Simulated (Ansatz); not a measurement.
**Hypothetical cubic perovskite CaHfSe3: pressure series**

Consider CaHfSe3 in the cubic perovskite structure (space group Pm-3m, No. 221; a hypothetical phase, not in the database extracts checked).

```xyz
5
Lattice="5.1232 0.0000 0.0000 0.0000 5.1232 0.0000 0.0000 0.0000 5.1232" Properties=species:S:1:pos:R:3 pbc="T T T"
Ca     0.0000     0.0000     0.0000
Hf     2.5616     2.5616     2.5616
Se     0.0000     2.5616     2.5616
Se     2.5616     2.5616     0.0000
Se     2.5616     0.0000     2.5616
```

Cell and atoms are relaxed at each pressure.

The values are results of plane-wave PAW DFT at the PBEsol level (Ansatz, a quantum-chemistry and plane-wave program, 420 eV), spin-orbit coupling left out, not measurements.

| pressure (GPa) | volume per atom (Å³/atom) |
|---|---|
| -2 | 27.748 |
| -1 | 27.306 |
| 0 | 26.894 |
| 1.5 | 26.338 |
| 3 | 25.829 |
| 5 | 25.221 |
| 7.5 | ? |
| 10 | 23.948 |

Task: Fit the third-order Birch–Murnaghan form P(V) = (3B₀/2)[(V₀/V)^(7/3) − (V₀/V)^(5/3)]·[1 + (3/4)(B₀′ − 4)((V₀/V)^(2/3) − 1)] (squares taken in P) to the rows shown and predict the withheld row.

Result: Least squares on the printed values gives V₀ = 26.897 Å³/atom, B₀ = 68.4 GPa, B₀′ = 4.0; this predicts 24.546 Å³/atom, and the run gives 24.547 Å³/atom, in agreement.

Load acts through the strain it causes; cell and atoms are relaxed under it. Stability against distortions was not tested. No other phases were tried under pressure. The final runs are not spin-polarised. Many cubic perovskites are stable only at high temperature; tilts and polar distortions were not tested.
